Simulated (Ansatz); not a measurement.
Structures of equal composition on the (111)B surface of zinc-blende AlP (P plane on top): 2x2 Al adatom at H3; 2x2 Al adatom at T4. The slabs share one bottom face, and each structure is named by its start. These are constructed structures in small cells; real faces may alloy, dewet or reconstruct in larger ones, and not all known structures of the face are among them. Slabs of about 17 Å with all that they carry, Fermi-Dirac smearing of 0.025 eV. Bottom of the slabs: H caps. Relaxed from the named starts with such symmetry as they have, on meshes of like density; energies extrapolated to zero smearing; no spin-orbit coupling, no U. Spin-polarised runs, if any, are marked in brackets, and their order is one that fits the cell; the others ran without spin. Where a second, spin-polarised start was run, the lower counts.

Host crystal: zinc-blende AlP, with a band gap (PBE, scalar-relativistic without spin-orbit coupling).

Calculation: PBE (plane waves to 420 eV, PAW; Ansatz, a program for electronic structure).

Task: Put the candidates in order of energy per 1x1 cell, lowest first, for PBE.

Result: 2x2 Al adatom at H3 (0.000 eV, gap 1.12 eV on the mesh), 2x2 Al adatom at T4 (0.088 eV, gap 1.09 eV on the mesh)
